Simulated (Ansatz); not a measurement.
Consider InP in the zinc blende structure (space group F-43m, No. 216; a = 5.878 Å).

Perturbation: every In is replaced by Ga; the structure is relaxed again.

Levels (all Ansatz, a quantum-chemistry and plane-wave program, PAW): PBEsol (420 eV, no spin-orbit coupling); r2SCAN (500 eV, no SOC); HSE06 (420 eV, no spin-orbit coupling).

One geometry, relaxed with PBEsol, under each level:

Notes on the quantities. hole mass: degenerate bands, along [100].

| level | band gap | lowest conduction level above the VBM at special points | electron mass | hole mass | pressure |
|---|---|---|---|---|---|
| PBEsol | 1.45 eV | X 1.50 eV; L 1.60 eV; Γ 1.80 eV; K 2.06 eV | 1.2 mₑ along k, 0.23 mₑ across (off the special points) | 0.11, 0.37, 0.37 mₑ (at Γ) | 0.01 GPa |
| r2SCAN | [?] | [?] | [?] | [?] | [?] |
| HSE06 | 2.24 eV | X 2.27 eV; L 2.53 eV; Γ 2.85 eV | – | – | – |

### Question
Give the withheld r2SCAN results.

### Answer

- r2SCAN, band gap: 1.83 eV
- r2SCAN, lowest conduction level above the VBM at special points: X 1.90 eV; L 2.07 eV; Γ 2.42 eV; K 2.46 eV
- r2SCAN, electron mass: 1.1 mₑ along k, 0.23 mₑ across (off the special points)
- r2SCAN, hole mass: 0.13, 0.37, 0.37 mₑ (at Γ)
- r2SCAN, pressure: 0.64 GPa

Single points use the geometry relaxed with PBEsol. Their cutoffs differ, which shifts pressures a little. HSE06 was sampled on its mesh, a few special points and the semilocal edge points, so its gap is an upper bound. Masses are band curvatures over ±0.01 Å⁻¹ around the edge. Along k means along the line from Γ to the band edge. Stability against distortions was not tested.
